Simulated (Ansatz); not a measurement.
The parent structure is Si in the diamond structure (space group Fd-3m, No. 227; a = 5.402 Å). Axes: x, y, z lie along the cube axes.

The change: tensile biaxial strain of 2.50 % in the plane normal to [111], as in epitaxy on a mismatched substrate; the out-of-plane cell vector and the atoms relax.

All numbers come from DFT with LDA, PAW potentials and a 420 eV plane-wave cutoff in Ansatz (a quantum-chemistry and plane-wave program), no spin-orbit coupling.

Question: Give the band edges at the high-symmetry points of the new zone, measured from its valence-band maximum.

Answer: 
```tsv
point	valence edge (eV)	conduction edge (eV)
Γ	0.00	2.20
T	-1.55	0.79
H₂	-3.95	3.71
H₀	-3.95	3.71
L	-1.23	1.26
S₀	-2.44	1.08
S₂	-2.44	1.08
F	-2.83	0.28
```

The gap is 0.27 eV, indirect, Γ → F–Γ (13 % along).

Whether these cells are dynamically stable was not tested. A zero or small gap of Si under biaxial strain +2.50 %, plane normal [111], relaxed out of plane can be the functional's error rather than a property of the material. Labels are those of the standard path for the cell's own space group.
